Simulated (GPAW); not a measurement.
Band structure of CsLuS2 (P6_3/mmc, 8 atoms in the cell).

```xyz
8
Lattice="3.9892 0.0000 0.0000 -1.9946 3.4548 0.0000 0.0000 0.0000 16.0566" Properties=species:S:1:pos:R:3 pbc="T T T"
Cs     0.0000     2.3032     4.0141
Cs     1.9946     1.1516    12.0424
Lu     0.0000     0.0000     8.0283
Lu     0.0000     0.0000     0.0000
S      0.0000     2.3032    14.6256
S      1.9946     1.1516     1.4310
S      1.9946     1.1516     6.5973
S      0.0000     2.3032     9.4593
```

Computed with LDA (Perdew-Wang 92), GPAW PAW datasets LDA (gpaw-data 1.0.1) (plane waves; GPAW 25.7.0).

Settings: mode = pw; ecut = 800 eV; xc = LDA; kpts = 5 5 1; mesh shift (steps) = 0 0 0; occupations.name = fermi-dirac; occupations.width = 0 eV; nbands = -8; convergence.forces = 0.001 eV/Å; convergence.bands = -6; symmetry.symmorphic = false; symmetry.tolerance = 0.0005; maxiter = 150; bandpath_npoints = 40.

The starting cell comes from a database of computed structures (which also holds hypothetical and non-ambient phases and stackings), without a prior relaxation at this level. Spin-orbit coupling is off.

Task: Predict the gap along the standard path and the places of the band edges.

Result: The gap along the path is 1.88 eV, from Γ to M; the smallest direct gap on it is 2.50 eV.

Levels in eV from the top of the valence band on the SCF mesh, bands 43 to 50:
| point | 43 | 44 | 45 | 46 | 47 | 48 | 49 | 50 |
|---|---|---|---|---|---|---|---|---|
| Γ | 0.00 | 0.00 | 0.00 | 0.00 | 2.50 | 2.93 | 3.38 | 3.60 |
| M | -1.12 | -0.92 | -0.79 | -0.78 | 1.88 | 2.60 | 3.13 | 3.96 |
| K | -1.37 | -1.15 | -1.14 | -1.14 | 3.39 | 3.69 | 4.55 | 4.55 |
| A | 0.00 | 0.00 | 0.00 | 0.00 | 2.74 | 2.74 | 3.51 | 3.51 |
| L | -0.96 | -0.96 | -0.85 | -0.85 | 2.15 | 2.15 | 3.65 | 3.65 |
| H | -1.31 | -1.31 | -1.09 | -1.09 | 3.55 | 3.55 | 4.56 | 4.56 |
